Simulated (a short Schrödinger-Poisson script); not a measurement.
From a short Schrödinger-Poisson script (our own, NumPy): 1D Poisson equation in equilibrium, electrons quantum, Hartree (BenDaniel-Duke, 40 states a valley, the channel's in-plane mass for all, wave functions free to enter the barrier), parabolic valleys, classical holes, full ionisation, no traps, pinning or gate leakage.

Stack: gated Al0.3Ga0.7N/GaN polarisation-induced gas, at 300 K.

From the gate side: 10 nm Al0.3Ga0.7N; 6000 nm GaN, acceptors 6e15 cm⁻³.

The device is made up for the run: typed textbook-type constants, with dimensions and the other settings drawn at random. Al0.3Ga0.7N: permittivity 9.32, conduction-band edge (eV) 0.414, gap (eV) 4.021, electron mass (mₑ) 0.236, Nv at 300 K (cm⁻³) 4.6e19. GaN: permittivity 9.5, conduction-band edge (eV) 0, gap (eV) 3.43, Nv at 300 K (cm⁻³) 4.6e19.

Channel valleys (confinement mass, in-plane density-of-states mass, number): Γ 0.2, 0.2, 1. At the gate the conduction-band edge of layer 1 lies 1.23 eV − eVg above the Fermi level of the channel; the field vanishes at the back. Sheet of polarisation charge: +1.5e13 e/cm² at 10 nm from the gate. The barrier under the gate holds no holes. Gaps are held at their typed values at every temperature. Mesh 0.08 nm at interfaces.

Task: Give the sheet density of all electrons at Vg = -1 V (cm⁻²); the sheet density of all electrons at Vg = 0.5 V (cm⁻²); the lowest subband against the Fermi level at Vg = 0.5 V (meV).

Result: sheet density of all electrons at Vg = -1 V (cm⁻²): 4.13e12; sheet density of all electrons at Vg = 0.5 V (cm⁻²): 1.10e13; lowest subband against the Fermi level at Vg = 0.5 V (meV): -117.
